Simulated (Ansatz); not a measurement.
Where the default PAW files enter, the runs use the earlier of Ansatz's two default sets.

Inside the gap of an insulator the Bloch states are evanescent, with a wavenumber k + iκ along the transport direction.

Given:

```
CELL_PARAMETERS angstrom
      3.59928     0.00000     0.00000
     -1.79964     3.11707     0.00000
      1.79964     1.03902     2.93880
ATOMIC_POSITIONS crystal
  Zr 0.00000 0.00000 0.00000
  O  0.50000 0.75000 0.75000
  O  0.50000 0.25000 0.25000
```

Space group of this cell: Fm-3m, fluorite. The cell is taken as given; by PBEsol its mean pressure is -3.8 GPa.

Transport runs along the normal of the first two printed cell vectors, the (111) plane of the conventional cell.

The gap is the functional's own. No spin-orbit coupling. Mid-gap values are interpolated on the energy grid.

Problem. State the band gap and the smallest decay constant κ at mid-gap according to PBEsol in Ansatz (an electronic-structure program).

Solution. Gap 3.29 eV on a 12×12×12 mesh; κ = 0.396 1/Å, at the zone centre.
